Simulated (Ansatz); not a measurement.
The starting structures come from a database of crystals and need not be the phases stable at ambient conditions.

 Where the default PAW files enter, the runs use the earlier of Ansatz's two default sets.

The decay constant κ of evanescent states in the gap governs leakage through a thin film.

Given:

```
MgSr2WO6
1.0
    5.67755     0.00000     0.00000
    0.00000     8.02927     0.00000
    2.83878     4.01464     2.83878
Sr Mg W O
2 1 1 6
Cartesian
  2.83878   2.00732   0.00000
  2.83878   6.02195   0.00000
  0.00000   4.01464   0.00000
  0.00000   0.00000   0.00000
  4.21660   4.01464   1.46095
  4.29972   8.02927   1.37783
  1.37783   8.02927   1.37783
  7.13850   4.01464   1.46095
  0.00000   1.94854   0.00000
  0.00000   6.08073   0.00000
```

Space group of this cell: Fm-3m. The cell is taken as given; by PBEsol its mean pressure is -8.5 GPa.

Transport runs along the normal of the first two printed cell vectors, the (110) plane of the conventional cell.

No gap correction and no spin-orbit coupling; mid-gap values are interpolated between computed energies.

Estimate the band gap and the smallest decay constant κ at mid-gap that PBEsol run with Ansatz (a program for electronic structure) returns for this system.

Gap 2.70 eV on a 10×10×10 mesh; κ = 0.298 1/Å, at the zone centre.
